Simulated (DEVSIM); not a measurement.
Structure: Ti/AlN/n-Ge capacitor, at 400 K.

Layer 1 from the left is AlN, thickness (nm) 3.00. Layer 2 from the left is Ge, thickness (nm) 1900, Nd (cm⁻³) 1e17.

Metal gate on the left, work function 4.33 eV. Fixed charge at the semiconductor interface 2.1e10 cm⁻² (in units of +e); no interface traps.

This is a model device: material constants are rounded textbook-type values typed into the input, and sizes, dopings and lifetimes were drawn at random. Values at 300 K; Nc and Nv go as T^1.5, mobilities as T to minus their exponent, the gap by Varshni's rule with the affinity fixed.

AlN: gap (eV) 6.1, affinity (eV) 1.9, permittivity 8.5. Ge: gap (eV) 0.664, affinity (eV) 4, permittivity 16, Nc (cm⁻³) 1.04e19, Nv (cm⁻³) 6e18, Varshni α (eV/K) 0.000477, Varshni β (K) 235.

Question: Estimate by hand the flat-band voltage, the threshold voltage, and compare with a numerical solution.

Answer: 
- Flat-band voltage: C = 2.51 μF/cm², work-function difference 0.155 V; VFB = φms − qNf/C = 0.15 V; numerical 0.15 V.
- Threshold voltage: φF = 0.147 V, depletion charge √(4εqNφF) = 1.15e-7 C/cm²; VT = VFB − 2φF − Qd/C = -0.19 V; numerical -0.19 V.

Simulated with DEVSIM: 1D Poisson equation in equilibrium, Boltzmann statistics, complete ionisation; no quantum confinement or tunnelling. Metal contacts follow the ideal Schottky-Mott rule: no Fermi-level pinning, no interface dipoles.
